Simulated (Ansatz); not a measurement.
Crystal: AlN (P6_3mc, wurtzite, 4 atoms a cell, 10.6 Å³ an atom, -4 GPa at this level); both levels run on this one cell.

Complex bands along the normal of (001) by Ansatz (plane waves, PAW, no spin-orbit coupling). r2SCAN gives a gap of 4.69 eV and a slowest mid-gap decay of 0.281 1/Å.

What does PBE give on the same cell, and what does that do to the current through 2 nm?

Gap 4.05 eV, κ = 0.259 1/Å. The mid-gap transmission through 2 nm changes by exp(2 × 20 × (0.281 − 0.259)) = a factor of 2.4 against r2SCAN.

Ansatz is an electronic-structure program.
